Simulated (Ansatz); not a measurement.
Partial pair distribution functions of a relaxed model of amorphous B₁₄Te₄₂, broadened by 0.06 Å; density 6.03 g/cm³. Computed with PBE-D3(BJ), scalar-relativistic without spin-orbit coupling, PAW (Ansatz default set, large-core Te) (plane waves to 420 eV; Ansatz, an electronic-structure program).

A CHGNet melt-quench gave the starting glass, which DFT then relaxed. The hot cell started wider than the set density and was brought back towards it in steps. It is the lowest in DFT energy of 2 quenches. It is a model cell: composition and starting density were chosen by hand, and all elements were melted together. The geometry includes D3(BJ) dispersion. Its density started from a set value of 5.71 and ended at 6.03 g/cm³. The simulated quench (nominally 140 K/ps over its main leg) is rapid and tends to freeze in more defects than a deposited or slowly cooled glass has. A cell of this size samples the disorder only roughly. The volume was free in the relaxation, at fixed shape. On a 2×2×2 Γ-centred mesh force components of up to 0.24 eV/Å stay, since the relaxation ran on one k-point at (1/4, 1/4, 1/4).

```json
[
 {"r (Å)": "1.40", "g Te-Te": "0.00", "g B-Te": "0.00", "g B-B": "0.00"},
 {"r (Å)": "1.50", "g Te-Te": "0.00", "g B-Te": "0.00", "g B-B": "0.52"},
 {"r (Å)": "1.60", "g Te-Te": "0.00", "g B-Te": "0.00", "g B-B": "12.44"},
 {"r (Å)": "1.70", "g Te-Te": "0.00", "g B-Te": "0.00", "g B-B": "22.92"},
 {"r (Å)": "1.80", "g Te-Te": "0.00", "g B-Te": "0.00", "g B-B": "3.56"},
 {"r (Å)": "1.90", "g Te-Te": "0.00", "g B-Te": "0.00", "g B-B": "0.14"},
 {"r (Å)": "2.00", "g Te-Te": "0.00", "g B-Te": "0.01", "g B-B": "1.41"},
 {"r (Å)": "2.10", "g Te-Te": "0.00", "g B-Te": "0.54", "g B-B": "1.35"},
 {"r (Å)": "2.20", "g Te-Te": "0.00", "g B-Te": "4.44", "g B-B": "0.08"},
 {"r (Å)": "2.30", "g Te-Te": "0.00", "g B-Te": "6.99", "g B-B": "0.00"},
 {"r (Å)": "2.40", "g Te-Te": "0.00", "g B-Te": "1.82", "g B-B": "0.00"},
 {"r (Å)": "2.50", "g Te-Te": "0.00", "g B-Te": "0.10", "g B-B": "0.00"},
 {"r (Å)": "2.60", "g Te-Te": "0.00", "g B-Te": "0.00", "g B-B": "0.00"},
 {"r (Å)": "2.70", "g Te-Te": "0.12", "g B-Te": "0.14", "g B-B": "0.03"},
 {"r (Å)": "2.80", "g Te-Te": "0.97", "g B-Te": "0.37", "g B-B": "0.68"},
 {"r (Å)": "2.90", "g Te-Te": "1.93", "g B-Te": "0.22", "g B-B": "2.05"},
 {"r (Å)": "3.00", "g Te-Te": "1.56", "g B-Te": "0.13", "g B-B": "2.32"},
 {"r (Å)": "3.10", "g Te-Te": "1.05", "g B-Te": "0.62", "g B-B": "1.88"},
 {"r (Å)": "3.20", "g Te-Te": "1.21", "g B-Te": "1.06", "g B-B": "1.09"},
 {"r (Å)": "3.30", "g Te-Te": "1.18", "g B-Te": "1.23", "g B-B": "0.23"},
 {"r (Å)": "3.40", "g Te-Te": "1.14", "g B-Te": "1.78", "g B-B": "0.84"},
 {"r (Å)": "3.50", "g Te-Te": "1.70", "g B-Te": "1.52", "g B-B": "1.07"},
 {"r (Å)": "3.60", "g Te-Te": "1.62", "g B-Te": "0.71", "g B-B": "0.82"},
 {"r (Å)": "3.70", "g Te-Te": "1.48", "g B-Te": "1.01", "g B-B": "0.16"},
 {"r (Å)": "3.80", "g Te-Te": "1.60", "g B-Te": "1.36", "g B-B": "0.02"},
 {"r (Å)": "3.90", "g Te-Te": "1.64", "g B-Te": "1.43", "g B-B": "0.38"},
 {"r (Å)": "4.00", "g Te-Te": "1.63", "g B-Te": "1.19", "g B-B": "1.03"},
 {"r (Å)": "4.10", "g Te-Te": "1.40", "g B-Te": "0.91", "g B-B": "1.03"},
 {"r (Å)": "4.20", "g Te-Te": "1.18", "g B-Te": "1.04", "g B-B": "1.03"},
 {"r (Å)": "4.30", "g Te-Te": "0.91", "g B-Te": "0.87", "g B-B": "0.21"},
 {"r (Å)": "4.40", "g Te-Te": "1.12", "g B-Te": "0.70", "g B-B": "0.25"},
 {"r (Å)": "4.50", "g Te-Te": "0.98", "g B-Te": "0.69", "g B-B": "0.95"},
 {"r (Å)": "4.60", "g Te-Te": "0.72", "g B-Te": "0.71", "g B-B": "0.57"},
 {"r (Å)": "4.70", "g Te-Te": "0.87", "g B-Te": "0.80", "g B-B": "0.03"},
 {"r (Å)": "4.80", "g Te-Te": "0.79", "g B-Te": "0.77", "g B-B": "0.06"},
 {"r (Å)": "4.90", "g Te-Te": "0.70", "g B-Te": "0.70", "g B-B": "0.53"},
 {"r (Å)": "5.00", "g Te-Te": "0.64", "g B-Te": "0.88", "g B-B": "0.76"},
 {"r (Å)": "5.10", "g Te-Te": "0.69", "g B-Te": "1.11", "g B-B": "1.40"},
 {"r (Å)": "5.20", "g Te-Te": "0.87", "g B-Te": "1.00", "g B-B": "1.33"},
 {"r (Å)": "5.30", "g Te-Te": "0.99", "g B-Te": "1.01", "g B-B": "1.23"},
 {"r (Å)": "5.40", "g Te-Te": "0.77", "g B-Te": "1.06", "g B-B": "0.76"},
 {"r (Å)": "5.50", "g Te-Te": "0.65", "g B-Te": "1.08", "g B-B": "1.44"},
 {"r (Å)": "5.60", "g Te-Te": "0.56", "g B-Te": "1.23", "g B-B": "1.27"},
 {"r (Å)": "5.70", "g Te-Te": "0.78", "g B-Te": "1.11", "g B-B": "0.92"}
]
```

Within 3.10 Å each Te has 1.48 Te neighbours on average.
